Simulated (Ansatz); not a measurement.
A calculation on L1₂ (Cu3Au-type) Al3Sc returned lattice constant a 4.095 Å, formation enthalpy -0.451 eV/atom.

For reference: lattice constant a 4.103 Å (measured, room temperature, no zero-point or thermal correction; as tabulated in A Combined Experimental and First-Principles Based Assessment of …); formation enthalpy -0.451 ± 0.02 eV/atom (measured, 298 K, copied from a table, unchecked, not corrected to a static lattice; as tabulated in Wang et al. (2021), doi:10.1038/s41598-021-94550-5).

Which level of theory produced these numbers?
A) PBE-D3(BJ) (Ansatz (a quantum-chemistry and plane-wave program))
B) rVV10 (Ansatz)
C) LDA (Ansatz)
D) PBE0 (Ansatz)

B, rVV10 (Ansatz)

The others give: LDA 4.032 Å, -0.498 eV/atom; PBE0 4.087 Å, -0.527 eV/atom; PBE-D3(BJ) 4.050 Å, -0.478 eV/atom.

Unless a cell is named, each level is at its own relaxed cell (LDA 16.39, PBE-D3(BJ) 16.61, PBE0 17.06, rVV10 17.17 Å³/atom).

The crystal itself was run without spin with PBE0; a magnetic state was not tried in these runs.

Ansatz's density-functional and Hartree–Fock values are scalar-relativistic unless marked +SOC, with PAW data made under PBE.
